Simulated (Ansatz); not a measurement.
GaSb: uniaxial strain ε_zz = −1.25 %

Consider GaSb in the zinc blende structure (space group F-43m, No. 216; a = 6.134 Å). Axes: x, y, z lie along the cube axes.

Now apply this change: uniaxial strain ε_zz = −1.25 %, all other strain components held at zero; the atoms relax in the strained cell.

All numbers come from Ansatz (a program for electronic structure), r2SCAN, PAW, cutoff 500 eV, scalar-relativistic without spin-orbit coupling, earlier PAW set. Γ-centred 13×13×13 mesh, Fermi–Dirac width 0.05 eV.

```tsv
quantity	base	changed	shift
volume per atom	28.84 Å³	28.48 Å³	-0.36 Å³
space group	F-43m (No. 216)	I-4m2 (No. 119)	–
shortest interatomic distance	2.656 Å	2.645 Å	-0.011 Å
energy relative to the base (free energy F)	0 meV/atom	+1.2 meV/atom	+1.2 meV/atom
pressure (mean of the normal stresses, compression positive)	0.00 GPa	0.69 GPa	+0.69 GPa
band gap	0.41 eV	0.46 eV	+0.044 eV
gap character	direct at Γ	direct at Γ	–
electron mass	0.023 mₑ (at Γ)	0.026 mₑ along z, 0.029 mₑ across (at Γ)	–
valence-band top at Γ (three highest levels, from the VBM)	0.00, 0.00, 0.00 eV	0.00, -0.08, -0.08 eV	–
stress (xx, yy, zz, yz, xz, xy; compression positive)	–	(0.48, 0.48, 1.09, 0.00, 0.00, 0.00) GPa	–
```

Final structure:

```yaml
crystal:
  lattice:
    - [0.00000, 3.06677, 3.02843]
    - [3.06677, 0.00000, 3.02843]
    - [3.06677, 3.06677, 0.00000]
  atoms:
    - { symbol: Sb, position: [0.75000, 0.75000, 0.75000] }
    - { symbol: Ga, position: [0.00000, 0.00000, 0.00000] }
```

Spin-orbit coupling, missing from the scalar runs, can matter with Sb. Masses are band curvatures over ±0.01 Å⁻¹ around the edge. No phonon test of stability was made. k-point labels follow each cell's own Brillouin zone.
